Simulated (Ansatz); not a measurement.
## ZrSe2 (model structure, started from the anatase type, I4₁/amd, No. 141, 6 atoms in the cell): properties by level of theory

```tsv
level (code)	lattice constant a (Å)	c axis length (Å)	formation enthalpy (eV/atom)
PBE (Ansatz)	5.354	11.363	-1.210
PBEsol (Ansatz)	5.290	10.901	-1.199
PBE-D3(BJ) (Ansatz)	5.307	10.762	-1.187
```

Ansatz's density-functional and Hartree–Fock values are scalar-relativistic unless marked +SOC, with PAW data made under PBE.

The computed numbers hold no vibrational or temperature effects.

A model structure was made by putting elements into a prototype or built by hand; it is no filed structure, need not be a known phase, and can be a saddle point held by its symmetry.

Ansatz is a program for electronic structure.
